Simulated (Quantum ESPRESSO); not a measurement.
Habitual settings against a tight run: MoS2 (P6_3/mmc, 6 atoms in the cell)

Self-consistent single point.

```
MoS2
1.0
    3.15007     0.00000     0.00000
   -1.57504     2.72804     0.00000
    0.00000     0.00000    13.03211
Mo S
2 4
Direct
  0.00000   0.00000   0.25000
  0.00000   0.00000   0.75000
  0.33333   0.66667   0.36774
  0.66667   0.33333   0.63226
  0.66667   0.33333   0.86774
  0.33333   0.66667   0.13226
```

Level of theory: PBE, PseudoDojo standard norm-conserving (PBE) pseudopotentials (plane waves; Quantum ESPRESSO).

Base settings: ecutwfc = 80 Ry; occupations = smearing; smearing = gaussian; degauss = 0.00147 Ry; potentials = {Mo: Mo.upf, S: S.upf}; K_POINTS = automatic 6 6 2 0 0 0; conv_thr = 1e-10 Ry; mixing_beta = 0.7.

Tight run (finer mesh or higher cutoff; not a proven limit): ecutwfc: 80 Ry → 112 Ry; conv_thr: 1e-10 Ry → 7.3e-11 Ry; K_POINTS: automatic 6 6 2 0 0 0 → automatic 9 9 3 0 0 0. It gave top of the valence band (on the code's own zero) 10.16 eV; gap on the k-point mesh 1.14 eV; pressure 6.34 GPa; largest force (vector length) 0.746 eV/Å.

Quick runs, as changes from the base:
- A: the base itself
- B: ecutwfc: 80 Ry → 40 Ry; degauss: 0.00147 Ry → 0.0147 Ry; K_POINTS: automatic 6 6 2 0 0 0 → automatic 4 4 4 0 0 0
- C: ecutwfc: 80 Ry → 48 Ry; smearing: gaussian → methfessel-paxton; degauss: 0.00147 Ry → 0.0147 Ry; K_POINTS: automatic 6 6 2 0 0 0 → automatic 6 6 6 1 1 1
- D: ecutwfc: 80 Ry → 48 Ry; K_POINTS: automatic 6 6 2 0 0 0 → automatic 1 1 1 0 0 0; potentials: PseudoDojo standard norm-conserving (LDA) [LDA (PW92)]

Dashes: gap of B, D, left out as unsure on this mesh or at this smearing; energy of D, another energy zero; time of D, under 30 s.

Gaps are read on each run's own mesh, which may miss the band edges.

† marks runs with another functional, U, potentials or spin treatment: their distance from the tight run is not a convergence error alone.

The count of work is k-points × plane waves × bands × iterations; it is no time. Core times come from one kind of shared machine and are given to one figure; runs under 30 s give none.

The starting cell comes from a database of computed structures (which also holds hypothetical and non-ambient phases and stackings), without a prior relaxation at this level. Its lattice was rescaled by a random factor within 2.5 % of one. In the base run, with a pressure of about 6 GPa the cell is away from its equilibrium volume at this level.

```
run  energy less tight (meV/atom)  pressure less tight (GPa)  largest miss in a force vector (eV/Å)  gap on the mesh less tight (eV)  count of work / tight  core time / tight (rough)
---  ----------------------------  -------------------------  -------------------------------------  -------------------------------  ---------------------  -------------------------
A                             0.6                      -0.01                                  0.006                            0.000                   0.42                        0.2
B                           683.9                     -21.61                                  0.009                                –                   0.14                       0.09
C                           221.8                      -9.45                                  0.001                            0.356                   0.46                        0.4
D†                              –                      -2.26                                  4.359                                –                  0.017                          –
```

Among the runs at the tight run's level, the energy misses run from 0.6 to 683.9 meV/atom.

Left out of this page: 2 runs of the series outside the window shown, repeating another row's setting, or not comparable.
